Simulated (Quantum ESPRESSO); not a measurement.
A working Quantum ESPRESSO input for Cd3B2O6 (P-1, 22 atoms in the cell) (DFT, PBEsol, plane waves, GBRV 1.5 ultrasoft (PBESOL) pseudopotentials):

```fortran
&CONTROL
   calculation = 'scf'
   prefix = 'run'
   outdir = './out'
   pseudo_dir = './'
   tprnfor = .true.
   tstress = .true.
/
&SYSTEM
   ibrav = 0
   nat = 22
   ntyp = 3
   ecutwfc = 40
   ecutrho = 200
   occupations = 'smearing'
   smearing = 'fermi-dirac'
   degauss = 0.0036749
/
&ELECTRONS
   conv_thr = 1.0d-10
   mixing_beta = 0.4
/
ATOMIC_SPECIES
Cd   112.4140  cd_pbesol_v1.uspp.F.UPF
B     10.8100  b_pbesol_v1.4.uspp.F.UPF
O     15.9990  o_pbesol_v1.2.uspp.F.UPF
ATOMIC_POSITIONS {crystal}
Cd    0.2705600000    0.9354600000    0.4411300000
Cd    0.7294400000    0.0645400000    0.5588700000
Cd    0.6253200000    0.2394700000    0.9984600000
Cd    0.3746800000    0.7605300000    0.0015400000
Cd    0.8675000000    0.5563200000    0.2942000000
Cd    0.1325000000    0.4436800000    0.7058000000
B     0.6204600000    0.5652200000    0.6385900000
B     0.3795400000    0.4347800000    0.3614100000
B     0.0881900000    0.1674300000    0.1270100000
B     0.9118100000    0.8325700000    0.8729900000
O     0.6083100000    0.7557400000    0.4969900000
O     0.3916900000    0.2442600000    0.5030100000
O     0.4627100000    0.5298200000    0.7942500000
O     0.5372900000    0.4701800000    0.2057500000
O     0.3079100000    0.0731900000    0.1183500000
O     0.6920900000    0.9268100000    0.8816500000
O     0.7938100000    0.4031400000    0.6151700000
O     0.2061900000    0.5968600000    0.3848300000
O     0.9886900000    0.2558400000    0.9720200000
O     0.0113100000    0.7441600000    0.0279800000
O     0.9768300000    0.1725300000    0.3029400000
O     0.0231700000    0.8274700000    0.6970600000
K_POINTS {automatic}
3 3 3  0 0 0
CELL_PARAMETERS {angstrom}
   6.1437200000     0.0000000000     0.0000000000
   0.8182430000     6.1300820000     0.0000000000
   1.2047580000     1.6020230000     7.1961010000
```

The run converged in 13 iterations: free energy E − TS -14967.7289 eV; top of the valence band (on the code's own zero) 6.50 eV; gap on the k-point mesh 1.63 eV; pressure -0.68 GPa; largest force (vector length) 0.300 eV/Å. Each of these slips is then made, one at a time:

(1)
```diff
-   pseudo_dir = './'
+   pseudo_dir = './pp'
```

(2)
```diff
-O     15.9990  o_pbesol_v1.2.uspp.F.UPF
+O     15.9990  o-pbesol-v1.2.uspp.F.UPFx
```

Q: What happens in each case?

A: 
(1) A wrong folder for the potentials. The program stopped before any SCF iteration.
```
Error in routine readpp (1):
file ./pp/cd_pbesol_v1.uspp.F.UPF not found
```

(2) A potential or basis that cannot be found. The program stopped before any SCF iteration.
```
Error in routine readpp (1):
file ./o-pbesol-v1.2.uspp.F.UPFx not found
```

The starting cell comes from a database of computed structures (which also holds hypothetical and non-ambient phases and stackings), without a prior relaxation at this level.

Left out of this page: 4 runs of the series outside the window shown, repeating another row's setting, or not comparable; 1 run of the series stopped by limits of time or memory.
